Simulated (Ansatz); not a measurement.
Consider CuCl in the zinc blende structure (space group F-43m, No. 216).

```
CELL_PARAMETERS angstrom
      0.00000     2.64485     2.64485
      2.64485     0.00000     2.64485
      2.64485     2.64485     0.00000
ATOMIC_POSITIONS crystal
  Cu 0.00000 0.00000 0.00000
  Cl 0.25000 0.25000 0.25000
```

The other end (x = 1) is FeCl in the zinc blende structure (space group F-43m, No. 216; ferromagnetic; a hypothetical phase, not in the database extracts checked): 17.77 Å³/atom, gap zero; this end may not be an ambient phase.

Computed with PBEsol (Ansatz, a program for electronic structure, PAW, no SOC).

Fe replaces a fraction x of Cu; each row is one arrangement (x, atoms in the cell, starting space group or random), fully relaxed.

One change was made to it. Results:

```json
[
 {"quantity": "band gap", "base": "0.55 eV", "after": "zero"},
 {"quantity": "magnetic state", "base": "not spin-polarised", "after": "ferromagnetic"},
 {"quantity": "mixing energy (to 0.01 eV only: unlike meshes or grids) (against an end that may be hypothetical)", "base": "–", "after": "+0.04 eV/atom"},
 {"quantity": "volume per atom", "base": "18.50 Å³", "after": "18.50 Å³"}
]
```

Which change produced these results?
A. x(Fe) = 0.667, 6 atoms, P3m1
B. x(Fe) = 0.25, 8 atoms, I-42m
C. x(Fe) = 0.333, 6 atoms, I-4m2

C, x(Fe) = 0.333, 6 atoms, I-4m2. For comparison, the volume per atom in the other runs: x(Fe) = 0.667, 6 atoms, P3m1 gives 17.74 Å³; x(Fe) = 0.25, 8 atoms, I-42m gives 18.64 Å³.

Each cell is one ordered arrangement of few atoms, which overstates ordering effects compared with a random alloy. Whether these cells are dynamically stable was not tested. No Hubbard U is applied and the magnetic state is the run's own (FeCu2Cl3 ferromagnetic; FeCl ferromagnetic; Fe2CuCl3 ferromagnetic; FeCu3Cl4 ferromagnetic); other magnetic orders, which need larger cells, were not tried and can change the gap. Spin-polarised in the final run: FeCu2Cl3, FeCl, Fe2CuCl3 and FeCu3Cl4; the other runs are not. Under x(Fe) = 0.667, 6 atoms, P3m1 the cell changed shape so far that it is another structure.
